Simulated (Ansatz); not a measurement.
The starting structures come from a database of crystals and need not be the phases stable at ambient conditions.

 Where the default PAW files enter, the runs use the earlier of Ansatz's two default sets.

Tunnelling through a barrier is set by its complex band structure: the current falls as exp(−2κd) with the smallest κ.

Input:

```
HgF2
1.0
    3.96497     0.00000     0.00000
   -1.98248     3.43376     0.00000
    1.98248     1.14459     3.23738
Hg F
1 2
Direct
  0.00000   0.00000   0.00000
  0.50000   0.25000   0.25000
  0.50000   0.75000   0.75000
```

Space group of this cell: Fm-3m, fluorite. The cell was relaxed by PBE-D3(BJ); by r2SCAN its mean pressure is -3.1 GPa.

Transport runs along the normal of the first two printed cell vectors, the (111) plane of the conventional cell.

The gap is the functional's own, uncorrected, and κ follows it; spin-orbit coupling is left out. Mid-gap values are interpolated between the computed energies.

**Question.** Predict the band gap and the smallest decay constant κ at mid-gap from Ansatz (a first-principles code) with r2SCAN.

**Answer.** Gap 1.49 eV on a 10×10×10 mesh; κ = 0.227 1/Å, at the zone centre.
